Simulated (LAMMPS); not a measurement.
Atomistic model of a symmetric tilt boundary about [1-10] in InP (zinc blende), boundary plane (332) of one grain on (-3-32) of the other.

All values are model results, not measurements: classical force field (static), pair style vashishta, file InP.vashishta, run in LAMMPS.

```
Quantity                                                       Result
------------------------------------  -------------------------------
boundary energy (lowest found)                             0.667 J/m²
excess volume                                                  0.66 Å
Σ                                                                  11
rotation about the axis                                       129.5 °
disorientation (full cubic symmetry)                          50.48 °
largest excess energy of an atom                              0.53 eV
lattice constant at 0 K                                       5.868 Å
cost                                  around 110 core-seconds (rough)
```

Potential: file InP.vashishta of the LAMMPS distribution; its header cites Branicio, Rino, Gan and Tsuzuki, J. Phys Condensed Matter 21 (2009) 095002.

Caution: in zinc blende a boundary also has a polarity, which the axes of the two grains fix.
